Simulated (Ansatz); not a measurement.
System: single layer of P (symmetry P-3m1 as a slab, 2 atoms a cell), relaxed.

Given:

```yaml
crystal:
  lattice:
    - [3.28018, 0.00000, 0.00000]
    - [1.64009, 2.84072, 0.00000]
    - [0.00000, 0.00000, 21.13000]
  atoms:
    - { symbol: P, position: [0.00000, 0.00000, 0.52939] }
    - { symbol: P, position: [0.33333, 0.33333, 0.47061] }
```

Tersoff–Hamann model: the current follows the density of the states in the bias window at the tip's centre.

Mesh 18×18×1, no spin-orbit coupling, no spin polarisation; biases count from the run's Fermi level.

Give the constant-current image of the upper face at a sample bias of -1.4 V from a Fermi level inside the gap (filled states down to 0.4 eV under the valence edge) over one cell, by PBE, Tersoff-Hamann images in Ansatz (a first-principles code). The set point is the mean density 3.5 Å over the top atom.

Corrugation 0.17 Å, highest over P1 and the sites alike, lowest over P2 and the sites alike. Tip height over the top atom in Å, x and y in fractions of the first two vectors:

```
|@@%#+-::-+#%|
|%%%#+-:.:-+#|
|*##*+-:..:-+|
|=+++=-:...:-|
|:----::....:|
|:.....::::::|
|:.    .:----|
|=-.   .-=+++|
|*+-.  .-+*##|
|%#+-. .-+#%%|
|@%#+-..-+#%@|
|@@%*=:::=*%@|
```
Scale: ten equal steps from 3.42 (start of ' ') to 3.59 (end of '@'), in the order ' .:-=+*#%@'; x runs from 0.000 to 0.917, y from 0.000 (bottom) to 0.917 (top).
